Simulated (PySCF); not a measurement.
PySCF 2.14.0, PBE0/def2-svp, df: Ti(O)(F)(OMe) (C[O][Ti](=[O])[F]), 8 atoms. The geometry is a generated start, not checked to be a minimum at this level.

- task = energy
- method = pbe0
- basis = def2-svp
- two-electron scheme = density fitting
- mol.max_memory = 3000 MB
- mf.max_cycle = 100
- mf.init_guess = minao (default)
- mf.DIIS = CDIIS (default)
- mf.conv_tol = 1e-09 (default)
- mf.grids.level = 3 (default)
- basis functions = 102
- grid points = 106872

```xyz
8

Ti     0.5438     1.1274     1.1271
O      1.4676     1.6058    -0.0909
F     -0.8908     2.1424     1.1559
O      0.0054    -0.4792     0.7943
C     -0.2337    -0.9984    -0.4985
H      0.1765    -0.3043    -1.2618
H      0.2503    -1.9809    -0.5862
H     -1.3190    -1.1128    -0.6399
```

Charge 0 and multiplicity 1 are set for this test and not shown to be the ground state.

One run each on 2 threads, 1 BLAS thread. Values of diis_space tried: 3, 5, 8 (default), 12, 20.

### Question
Which value of diis_space needs the fewest Fock builds, and what happens away from it?

### Answer
Fewest Fock builds, within one of each other: 8 (default) with 14, 12 with 15, 20 with 15. The count rises to 57 at 3. All converge to one solution.

```json
[
 {"diis_space": "3", "Fock builds": "57", "end": "same solution"},
 {"diis_space": "5", "Fock builds": "16", "end": "same solution"},
 {"diis_space": "8 (default)", "Fock builds": "14", "end": "same solution"},
 {"diis_space": "12", "Fock builds": "15", "end": "same solution"},
 {"diis_space": "20", "Fock builds": "15", "end": "same solution"}
]
```
